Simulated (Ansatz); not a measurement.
Base system: Ga$_{2}$O$_{3}$ in the corundum structure (space group R-3c, No. 167; a = 4.9845 Å, c = 13.4410 Å (hexagonal axes)). Axes: x lies along a and z along c of the hexagonal cell.

Structures relaxed with Kohn–Sham DFT with the r2SCAN functional, run in Ansatz (a first-principles code) with PAW and 500 eV plane waves, scalar-relativistic without spin-orbit coupling, earlier PAW set.

Base:

Simulated powder pattern, Mo Kα, λ = 0.71073 Å (kinematic, ideal powder, no thermal factors, no anomalous dispersion; the 8 strongest lines at most, above 2 %, up to 2θ = 40°):

| 2θ (°) | I/Imax (%) | hkl |
|---|---|---|
| 11.23 | 25 | (012) |
| 15.40 | 100 | (104) |
| 16.40 | 84 | (110) |
| 22.57 | 44 | (024) |
| 24.63 | 51 | (116) |
| 28.02 | 42 | (214) |
| 28.60 | 37 | (300) |
| 32.15 | 15 | (1 0 10) |

After one change:

Simulated powder pattern, Mo Kα, λ = 0.71073 Å (kinematic, ideal powder, no thermal factors, no anomalous dispersion; the 8 strongest lines at most, above 2 %, up to 2θ = 40°):

| 2θ (°) | I/Imax (%) |
|---|---|
| 15.40 | 100 |
| 15.42 | 51 |
| 16.29 | 43 |
| 16.40 | 84 |
| 22.50 | 45 |
| 24.58 | 25 |
| 24.68 | 25 |
| 28.47 | 38 |

Q: Which of these changes matches the shifts?
A) tensor shear ε_yz = +2.61 %
B) uniaxial stress, 2 GPa tension along x
C) isotropic strain −0.42 %
D) uniaxial stress, 2 GPa compression along z

A: B, uniaxial stress, 2 GPa tension along x. Its volume per atom is 9.67 Å³ against 9.64 Å³, and its space group is C2/c (No. 15).

Stability under load was not tested beyond the relaxation.
